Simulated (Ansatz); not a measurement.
Input and output of a self-consistent single point for HgTe (R3m, 2 atoms in the cell) (Ansatz, a program for electronic structure).

Method: PBEsol, default PAW files made with PBE (plane waves; Ansatz).

```xyz
2
Lattice="0.0000 3.2138 3.2138 3.2138 0.0000 3.2138 3.2138 3.2138 0.0000" Properties=species:S:1:pos:R:3 pbc="T T T"
Hg     0.0289     0.0289     0.0289
Te     1.6069     1.6069     1.6069
```

Reference input (self-consistent single point, DFT, PBEsol, plane waves, default PAW files made with PBE): basis.ecutwfc = 420 eV; kpoints.mp_grid.grid = 7 7 7; hamiltonian.xc = pbesol; hamiltonian.pseudopotentials = {kind: paw} (the program's default PAW files); scf.occupations.method = fermi_dirac; scf.occupations.width = 0.01 eV. This run's input differs from it in these lines:

Ansatz 0.2 input:
```diff
@@ -12,3 +12,3 @@
   mp_grid:
-    grid: [7, 7, 7]
+    grid: [13, 13, 13]
 hamiltonian:
```

Output (repeated stretches shortened):

```
SCF iter   1: F=—  HF=-20569.798544 eV  |F-HF|=—  |Δ(HF+E_count)|=         —  Δρ=2.76e-3  dr2=7.89e-3  ethr=1.77e-3  ⟨swp⟩=6.3  Hψ=24466  notcnv=0
all-band conjugate gradients solve this SCF's bands
preconditioner: auto → none
SCF iter   2: F=—  HF=-20569.796197 eV  |F-HF|=—  |Δ(HF+E_count)|=   2.35e-3  Δρ=8.46e-4  dr2=3.06e-4  ethr=2.19e-5  ⟨swp⟩=4.0  Hψ=12365  notcnv=0
SCF iter   3: F=—  HF=-20569.796403 eV  |F-HF|=—  |Δ(HF+E_count)|=   2.06e-4  Δρ=4.04e-4  dr2=6.61e-5  ethr=8.49e-7  ⟨swp⟩=2.0  Hψ=7463  notcnv=0
SCF iter   4: F=—  HF=-20569.796476 eV  |F-HF|=—  |Δ(HF+E_count)|=   7.25e-5  Δρ=1.63e-4  dr2=2.20e-5  ethr=1.84e-7  ⟨swp⟩=2.0  Hψ=8041  notcnv=0
SCF iter   5: F=—  HF=-20569.796473 eV  |F-HF|=—  |Δ(HF+E_count)|=   3.01e-6  Δρ=2.12e-5  dr2=1.84e-7  ethr=6.11e-8  ⟨swp⟩=2.0  Hψ=6931  notcnv=0
SCF iter   6: F=-20569.796473 eV  HF=-20569.796473 eV  |F-HF|=6.11e-10  |Δ(HF+E_count)|=   3.33e-7  Δρ=5.26e-6  dr2=1.85e-8  ethr=2.78e-10  ⟨swp⟩=6.0  Hψ=22357  notcnv=0
SCF 1 converged in 6 iterations: F = -20569.796473 eV  dr2 = 1.85e-8
Free energy (F): -20569.796473 eV
Internal energy: -20569.796459 eV  (E = F + TS)
E sigma→0 (E₀):  -20569.796466 eV
Entropy (-TS):   -0.000014 eV (-0.007 meV/atom)
Fermi energy:    8.875488 eV
--- Forces (eV/Å), atoms counted from 1 ---
  atom   1  Hg    -0.13118045    -0.13118045    -0.13118045
  atom   2  Te     0.13120336     0.13120336     0.13120336
--- Stress (GPa, compression-positive) ---
        1.807395       0.476551       0.476551
        0.476551       1.807395       0.476551
        0.476551       0.476551       1.807395
  P = ⅓ Tr σ = 1.8074 GPa (18.074 kbar)
  The stress holds the Pulay correction. Without it, at fixed plane waves, as pw.x and ABINIT print it: P = 1.7755 GPa
```

The run converged in 6 iterations. Against the reference run the free energy goes down by 3.1 meV/atom, the pressure hardly changes (1.84 to 1.81 GPa) and the largest force moves little (0.226 to 0.227 eV/Å).

The starting cell has typed, rounded lattice constants, without a prior relaxation at this level. Its lattice was rescaled by up to half a per cent. One atom was moved a little off its site on purpose. Ansatz's pressure includes its estimate of the finite-basis (Pulay) stress. The run gives no clean gap (levels at the Fermi energy touch, overlap or are partly filled at this smearing), which alone does not show that the compound is a metal.
